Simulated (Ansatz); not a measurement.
```
GaN
1.0
    3.18441     0.00000     0.00000
   -1.59221     2.75778     0.00000
    0.00000     0.00000     5.17043
Ga N
2 2
Direct
  0.66667   0.33333   0.49890
  0.33333   0.66667   0.99890
  0.66667   0.33333   0.87610
  0.33333   0.66667   0.37610
```

Level of theory: PBEsol with spin-orbit coupling, rigid bands (plane waves, PAW; Ansatz, a program for electronic structure). Condition of this run: uniaxial stress zz = 1 GPa (compression positive) (the target of the relaxation). How the cell was made: cell and atoms relaxed with PBEsol, then loaded as said.

### Question
What conductivity effective mass do dilute holes have at 300 K?

### Answer
1.53 (x), 1.53 (y), 1.63 (z) mₑ.

### Question
What conductivity effective mass do dilute electrons have at 300 K?

### Answer
0.186 (x), 0.186 (y), 0.169 (z) mₑ.

### Question
And the band gap?

### Answer
1.90 eV at this level; semilocal functionals usually fall short of the measured gap.

Rigid bands, one relaxation time for all states, no polarons.
